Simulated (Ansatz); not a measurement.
Cells marked so need not be the phases stable at ambient conditions, and some may be hypothetical.

By PBEsol, each system below comes out a metal.

Ballistic conductance counts the channels of both spins, as a mean over 0.1 eV about the Fermi level; spin-orbit coupling is left out.

A. B2W (P6_3/mmc, not sure to be the ambient phase, 12 atoms a cell, 9.2 Å³ an atom, -3 GPa at this level), current normal to (001)
B. ScIr$_{3}$ (Pm-3m, Cu3Au type, not sure to be the ambient phase, 4 atoms a cell, 15.1 Å³ an atom, -6 GPa at this level), current normal to (001)
C. YRh (Pm-3m, CsCl type, not sure to be the ambient phase, 2 atoms a cell, 20.0 Å³ an atom, -3 GPa at this level), current normal to (111)

Question: Put the candidates in order of ballistic conductance per area, lowest first, for PBEsol (Ansatz, a program for electronic structure).

Answer: C (0.51 × 10¹⁵ S/m²), A (0.71 × 10¹⁵ S/m²), B (1.2 × 10¹⁵ S/m²)
